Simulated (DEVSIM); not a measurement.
Schottky contact on n-type InP

Device: Schottky contact on n-type InP, at 400 K.

```tsv
layer (left to right)	material	thickness (μm)	Nd (cm⁻³)	τn (s)	τp (s)
1	InP	1.60	6e15	1.7e-8	1.7e-8
```

Left contact: Schottky, work function 4.91 eV, emission velocity 5.9e6 cm/s. Right contact: ohmic. Voltage is applied to the left contact. Recombination: SRH at mid-gap. Mobility is μmin + (μ − μmin)/(1 + (N/Nref)^α).

The device is made up for the run: typed textbook-type constants, with dimensions and the other settings drawn at random. Values at 300 K; Nc and Nv go as T^1.5, mobilities as T to minus their exponent, the gap by Varshni's rule with the affinity fixed.

```
parameter              InP
----------------  --------
gap (eV)             1.344
affinity (eV)         4.38
permittivity          12.5
Nc (cm⁻³)           5.7e17
Nv (cm⁻³)           1.1e19
μn (cm²/Vs)           5200
μp (cm²/Vs)            170
μn,min                 400
μp,min                  10
Nref,n                3e17
Nref,p              4.9e17
αn                    0.47
αp                    0.62
T exponent of μn         2
T exponent of μp         2
Varshni α (eV/K)  0.000363
Varshni β (K)          162
```

Model (solved in DEVSIM): 1D drift-diffusion, Boltzmann statistics, complete ionisation; no tunnelling, impact ionisation, image-force lowering or self-heating. Metal contacts follow the ideal Schottky-Mott rule: no Fermi-level pinning, no interface dipoles.

```json
{
  "potential_step_across_the_device_at_zero_bias": "0.358 V",
  "largest_field_in_the_device_at_zero_bias": "24000 V/cm",
  "Dark forward voltage at 1 A/cm²": "0.070 V",
  "Dark forward voltage at 100 A/cm²": "0.233 V"
}
```

Small-signal capacitance in reverse bias (quasi-static):

```
V (V)  C (nF/cm²)
-----  ----------
-0.04        38.2
-0.1         35.4
-0.2         31.9
-0.3         29.2
-0.4         27.1
-0.6         24.0
-0.8         21.8
-1           20.0
-1.3         18.1
-1.6         16.6
-2           15.1
```

Dark forward current:

(V (V), J (A/cm²)): (0.05, 0.51); (0.10, 2.6); (0.15, 11); (0.20, 45); (0.25, 150); (0.30, 400); (0.35, 800); (0.40, 1300); (0.45, 1900); (0.50, 2500)
